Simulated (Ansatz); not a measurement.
The decay constant κ of evanescent states in the gap governs leakage through a thin film.

```
KF
1.0
    3.75391     0.00000     0.00000
    0.00000     3.75391     0.00000
    1.87695    -1.87695     2.65442
K F
1 1
Cartesian
  0.00000   0.00000   0.00000
  1.87695   1.87695   0.00000
```

Space group of this cell: Fm-3m, rock salt. The cell is taken as given.

Transport runs along the normal of the first two printed cell vectors, the (001) plane of the conventional cell.

The gap is the functional's own, uncorrected, and κ follows it; spin-orbit coupling is left out. Mid-gap values are interpolated between the computed energies.

Task: State the band gap and the smallest decay constant κ at mid-gap according to r2SCAN (Ansatz, an electronic-structure program).

Result: Gap 6.94 eV on a 12×12×12 mesh; κ = 0.498 1/Å, at the zone centre.
